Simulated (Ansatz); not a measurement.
Data:

```
CSi
1.0
    3.02794     0.00000     0.00000
   -1.51397     2.62228     0.00000
    0.00000     0.00000     5.06499
Si C
2 2
Direct
  0.33333   0.66667   0.00074
  0.66667   0.33333   0.50074
  0.33333   0.66667   0.37426
  0.66667   0.33333   0.87426
```

Method: r2SCAN with spin-orbit coupling, rigid bands (plane waves, PAW; Ansatz, a quantum-chemistry and plane-wave program). Condition of this run: biaxial stress in the c plane of 10 GPa (compression positive) (the target of the relaxation). Geometry: cell and atoms relaxed with PBEsol, then loaded as said.

**Question.** What conductivity effective mass do dilute holes have at 300 K?

**Answer.** 1.07 (x), 1.07 (y), 1.54 (z) mₑ.

**Question.** What conductivity effective mass do dilute electrons have at 300 K?

**Answer.** 0.43 (x), 0.43 (y), 0.26 (z) mₑ.

**Question.** And the band gap?

**Answer.** 2.44 eV at this level; semilocal functionals usually fall short of the measured gap.

Rigid bands, one relaxation time for all states, no polarons. Geometry: cell and atoms relaxed with PBEsol.
